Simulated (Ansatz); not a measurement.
HfO2 under a change: O → F

The reference is HfO2 (space group P4_2/nmc, No. 137; a = 3.568 Å, c = 5.167 Å).

Now apply this change: full substitution O → F; the structure is relaxed again.

The values are results of PBEsol (Ansatz, a first-principles code, PAW, scalar-relativistic without spin-orbit coupling), earlier PAW set, not measurements. k-mesh 17×17×17 (Γ-centred); smearing 0.05 eV (Fermi–Dirac), for the changed cell.

The volume per atom rises by 1.25 Å³ to 12.21 Å³ and the density falls by 0.81 g/cm³ to 9.82 g/cm³. The space group becomes I4/mmm (No. 139) (base: P4_2/nmc (No. 137)) and the shortest interatomic distance increases by 0.235 Å, from 2.062 Å to 2.297 Å. The band gap changes from 4.57 eV to zero.

Final structure:

```xyz
3
Lattice="-1.9742 1.9742 2.3489 1.9742 -1.9742 2.3489 1.9742 1.9742 -2.3489" Properties=species:S:1:pos:R:3 pbc="T T T"
Hf     0.0000     0.0000     0.0000
F      0.0000     1.9742     1.1744
F      1.9742     0.0000     1.1744
```

Spin-orbit coupling, missing from the scalar runs, can matter with Hf. Stability against distortions was not tested. As relaxed here, HfF2 is a hypothetical phase, not in the database extracts checked. The final runs are not spin-polarised. HfF2 has a high density of states at the Fermi level and may be magnetic at this level. This is not the structure that HfO2 has at room temperature and ambient pressure.
